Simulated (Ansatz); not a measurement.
**Converging the k-point mesh: the (110) slab of AlRh (cut from a parent of space group no. 221; 10 atoms in the cell)**

```yaml
crystal:
  lattice:
    - [2.99221, 0.00000, 0.00000]
    - [0.00000, 4.23162, 0.00000]
    - [0.00000, 0.00000, 22.46332]
  atoms:
    - { symbol: Al, position: [0.00000, 0.75000, 0.31162] }
    - { symbol: Rh, position: [0.50000, 0.25000, 0.31162] }
    - { symbol: Al, position: [0.00000, 0.25000, 0.40581] }
    - { symbol: Rh, position: [0.50000, 0.75000, 0.40581] }
    - { symbol: Al, position: [0.00000, 0.75000, 0.50000] }
    - { symbol: Rh, position: [0.50000, 0.25000, 0.50000] }
    - { symbol: Al, position: [0.00000, 0.25000, 0.59419] }
    - { symbol: Rh, position: [0.50000, 0.75000, 0.59419] }
    - { symbol: Al, position: [0.00000, 0.75000, 0.68838] }
    - { symbol: Rh, position: [0.50000, 0.25000, 0.68838] }
```

Method: LDA (PW92), default PAW files made with PBE (plane waves; Ansatz, a first-principles code).

Base settings: basis.ecutwfc = 30.9 Ry; kpoints.mp_grid.grid = 10 7 1; hamiltonian.xc = lda; hamiltonian.pseudopotentials = {kind: paw} (the program's default PAW files); scf.occupations.method = gaussian; scf.occupations.width = 0.0073 Ry.

Only quantities that move along the ladder and can be compared are tabulated.

The count of work is k-points × plane waves × bands × iterations; it is no time. Core times come from one kind of shared machine, to one figure; runs under 30 s give none.

The starting cell comes from a database of computed structures (which also holds hypothetical and non-ambient phases and stackings), without a prior relaxation at this level. The slab is cut from that crystal, and its faces are unrelaxed. Its lattice was rescaled by up to half a per cent. Spin polarisation is off. In the base run, forces exceed 1 eV/Å.

| kpoints.mp_grid.grid | free energy less the last step's (meV/atom) | largest difference of a force vector from the last step's (eV/Å) | count of work / last | core time / last (rough) |
|---|---|---|---|---|
| 2 2 1 | 274.05 | 0.303 | 0.032 | – |
| 3 2 1 | -104.86 | 0.175 | 0.024 | – |
| 3 3 1 | -24.50 | 0.281 | 0.027 | – |
| 4 3 1 | 18.29 | 0.066 | 0.040 | – |
| 5 4 1 | -8.89 | 0.090 | 0.055 | – |
| 6 4 1 | 2.20 | 0.029 | 0.065 | – |
| 7 5 1 | -1.41 | 0.056 | 0.073 | – |
| 8 6 1 | 0.15 | 0.011 | 0.13 | – |
| 9 7 1 | 0.69 | 0.023 | 0.12 | – |
| 10 7 1 | 0.30 | 0.010 | 0.15 | – |
| 11 8 1 | 0.85 | 0.026 | 0.18 | – |
| 13 9 1 | 0.07 | 0.031 | 0.24 | 0.2 |
| 15 11 1 | -0.21 | 0.019 | 0.29 | 0.3 |
| 18 13 1 | 0.02 | 0.003 | 0.42 | 0.4 |
| 21 15 1 | 0.06 | 0.004 | 0.53 | 0.7 |
| 24 17 1 | -0.02 | 0.007 | 0.79 | 1.0 |
| 28 20 1 | 0.00 | 0.000 | 1.0 | 1 |

Coarsest kpoints.mp_grid.grid that holds the free energy within 2 meV/atom of the last step, with all finer ones: 7 5 1, at 0.073 of the last step's count of work; the step before is off by 2.2 meV/atom.

Coarsest kpoints.mp_grid.grid that holds the forces within 0.02 eV/Å of the last step, with all finer ones: 15 11 1, at 0.29 of the last step's count of work and about 0.3 of the last step's time; the step before is off by 0.031 eV/Å.

Keys are those of Ansatz 0.2.
